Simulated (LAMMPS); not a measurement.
MD of Al (fcc) with 50 % of Al sites Cu at zero pressure over temperature, 4000 atoms; each row names its start.

Model: classical MD, pair style eam/alloy, file AlCu.eam.alloy, run in LAMMPS.

```json
[
 {"T (K), start": "300, crystal", "state": "crystal; no diffusion seen in 30 ps", "volume": "14.0672 ± 0.0003 Å³/atom", "enthalpy": "-3.5359 ± 0.0001 eV/atom", "first peak of g(r), Al-Cu": "2.69 Å, height 6.3", "coordination number of Al by Cu": "6.03 (counted to 3.26 Å)", "D(Al)": "-", "D(Cu)": "-"},
 {"T (K), start": "800, crystal", "state": "crystal; no diffusion seen in 30 ps", "volume": "14.613 ± 0.001 Å³/atom", "enthalpy": "-3.3944 ± 0.0003 eV/atom", "first peak of g(r), Al-Cu": "2.69 Å, height 3.9", "coordination number of Al by Cu": "6.11 (counted to 3.38 Å)", "D(Al)": "-", "D(Cu)": "-"},
 {"T (K), start": "1090, melt", "state": "liquid", "volume": "15.704 ± 0.003 Å³/atom", "enthalpy": "-3.2278 ± 0.0004 eV/atom", "first peak of g(r), Al-Cu": "2.63 Å, height 3.0", "coordination number of Al by Cu": "7.14 (counted to 3.70 Å)", "D(Al)": "(3.43 ± 0.07) × 10^-5 cm²/s", "D(Cu)": "(3.52 ± 0.03) × 10^-5 cm²/s"},
 {"T (K), start": "1320, melt", "state": "liquid", "volume": "16.178 ± 0.005 Å³/atom", "enthalpy": "-3.1458 ± 0.0006 eV/atom", "first peak of g(r), Al-Cu": "2.62 Å, height 2.8", "coordination number of Al by Cu": "7.07 (counted to 3.74 Å)", "D(Al)": "(5.60 ± 0.07) × 10^-5 cm²/s", "D(Cu)": "(5.88 ± 0.10) × 10^-5 cm²/s"},
 {"T (K), start": "1600, melt", "state": "liquid", "volume": "16.786 ± 0.003 Å³/atom", "enthalpy": "-3.0493 ± 0.0002 eV/atom", "first peak of g(r), Al-Cu": "2.60 Å, height 2.6", "coordination number of Al by Cu": "6.95 (counted to 3.78 Å)", "D(Al)": "(9.8 ± 0.4) × 10^-5 cm²/s", "D(Cu)": "(9.87 ± 0.08) × 10^-5 cm²/s"}
]
```

Caution (rows 300, crystal; 800, crystal): the random arrangement on this lattice is imposed, and need not be a phase that exists in equilibrium.

Caution (rows 800, crystal; 1090, melt; 1320, melt; 1600, melt): a run this short can hold a crystal over, or a liquid under, the potential's own melting point, which these runs don't give.

States go by the mean squared displacement: a species diffuses where it passes 1.5 Å², still rises and gives D over 1e-6 cm²/s; a crystal has left its structure where atoms lie 0.35 Å off their sites on average or a cubic box changes its shape by 3 %, or the axial ratios of another lie 8 % off the starting cell's, which the potential's own relaxation can also do.

Errors of D are the spread over four groups of atoms in one short run; a floor of about 5 %, a picked value, is safer.

The ± values are statistical; the model's systematic error is not in them.
